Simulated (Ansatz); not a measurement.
An Ansatz (a quantum-chemistry and plane-wave program) run: W with a change (isotropic strain +4.51 %); PBE (Ansatz, PAW, no spin-orbit coupling).

Input:

Ansatz 0.2 input:
```yaml
crystal:
  lattice:
    - [-1.6636940843, 1.6636940843, 1.6636940843]
    - [1.6636940843, -1.6636940843, 1.6636940843]
    - [1.6636940843, 1.6636940843, -1.6636940843]
  atoms:
    - { symbol: W, position: [0, 0, 0] }
basis: { ecutwfc: 420, ecutrho_ratio: 4, xc_grid: 2, fft_grid_basis: typed }
kpoints: { mp_grid: { grid: [29, 29, 29] } }
hamiltonian:
  xc: pbe
  dispersion: none
  pseudopotentials: { kind: paw }
scf: { occupations: { method: fermi_dirac, width: 0.1 }, convergence: { dr2_threshold: 0.0000000001 } }
relax: { f_tol: 0.005, max_steps: 50 }
output: { forces: true, stress: true }
checkpoint: { write: state.ck, write_every: 1000 }
```

Output (explanatory and most iteration lines left out):

```
Relaxation: its limit of steps is 50 (relax.max_steps)
Pseudopotential: W, paw, valence charge 14
Crystal: 1 atoms, lattice volume = 18.420 Å³
Basis set: ecut = 420 eV, 369 PW (Γ), exchange–correlation on 40×40×40 points (8 copies of the dense FFT grid, shifted against one another)
Bands: 11, of which v1, the nominal top of the filled ones, is band 7 counted from 1 (6 counted from 0)
Symmetry: 48 space group operations
Space group: Im-3m (ITA 229), of the structure as read, at distance tolerance 2.6e-5 Å
k-points: 680 of 24389
Functional: x = pbe(κ = 0.804, μ = 0.2195149727645171), c = pbe(β = 0.06672455060314922)
SCF iter   1: F=—  HF=-10384.588215 eV  |F-HF|=—  |Δ(HF+E_count)|=         —  Δρ=1.39e-3  dr2=9.79e-5  ethr=1.77e-3  ⟨swp⟩=5.0  Hψ=39289  notcnv=0
SCF iter   2: F=—  HF=-10384.588282 eV  |F-HF|=—  |Δ(HF+E_count)|=   6.70e-5  Δρ=7.53e-4  dr2=2.60e-5  ethr=6.99e-7  ⟨swp⟩=2.3  Hψ=17663  notcnv=0
SCF 1 converged in 6 iterations: F = -10384.588315 eV  dr2 = 1.12e-11
relax step   1: F+E_penalty+E_count = -10384.58831539 eV  Δ(F+E_penalty+E_count) = +0.000e0 eV  max|allowed force component| = 0.000e0 eV/Å  Δτ_max = 0.0000 Å  (6 SCF iters, accepted)
SCF converged after 6 iterations
Free energy (F): -10384.588315 eV
Internal energy: -10384.571352 eV  (E = F + TS)
E sigma→0 (E₀):  -10384.579834 eV
Entropy (-TS):   -0.016963 eV (-16.963 meV/atom)
Fermi energy:    19.002146 eV
--- Forces (eV/Å), atoms counted from 1 ---
  atom   1  W      0.00000000    -0.00000000    -0.00000000
--- Stress (GPa, compression-positive) ---
      -30.238825       0.000000      -0.000000
       -0.000000     -30.238825      -0.000000
        0.000000       0.000000     -30.238825
  P = ⅓ Tr σ = -30.2388 GPa (-302.388 kbar)
--- Relaxed structure (1 steps of the walk, 1 accepted, 0 SCFs on fresh bases) ---
  atoms:
    - { symbol: W, position: [0.0, 0.0, 0.0] }
```

Whether these cells are dynamically stable was not tested. All final runs are without spin polarisation. The cell was made from W in the bcc (W type) structure (space group Im-3m, No. 229) by this change: isotropic strain +4.51 %.
